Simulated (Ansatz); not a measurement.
The starting structures come from a database of crystals and need not be the phases stable at ambient conditions.

 Where the default PAW files enter, the runs use the earlier of Ansatz's two default sets.

The decay constant κ of evanescent states in the gap governs leakage through a thin film.

```yaml
crystal:
  lattice:
    - [4.23388, 0.00000, 0.00000]
    - [-2.11694, 3.66665, 0.00000]
    - [2.11694, 1.22222, 9.64274]
  atoms:
    - { symbol: Bi, position: [0.18765, 0.59383, 0.21852] }
    - { symbol: Bi, position: [0.81235, 0.40617, 0.78148] }
    - { symbol: Te, position: [0.00000, 0.00000, 0.00000] }
    - { symbol: Se, position: [0.41594, 0.20797, 0.37608] }
    - { symbol: Se, position: [0.58406, 0.79203, 0.62392] }
```

Space group of this cell: R-3m. The cell was relaxed by PBE-D3(BJ); by r2SCAN its mean pressure is 1.4 GPa.

Transport runs along the normal of the first two printed cell vectors, the (001) plane of the conventional cell.

The gap is the functional's own, uncorrected, and κ follows it; spin-orbit coupling is left out. Mid-gap values are interpolated between the computed energies.

Estimate the band gap and the smallest decay constant κ at mid-gap that r2SCAN run with Ansatz (an electronic-structure program) returns for this system.

Gap 0.82 eV on a 8×8×8 mesh; κ = 0.117 1/Å, at (0.500, 0.000) of the in-plane reciprocal vectors. At the zone centre, at the nearest computed energy, the slowest state has κ = 0.17 1/Å.
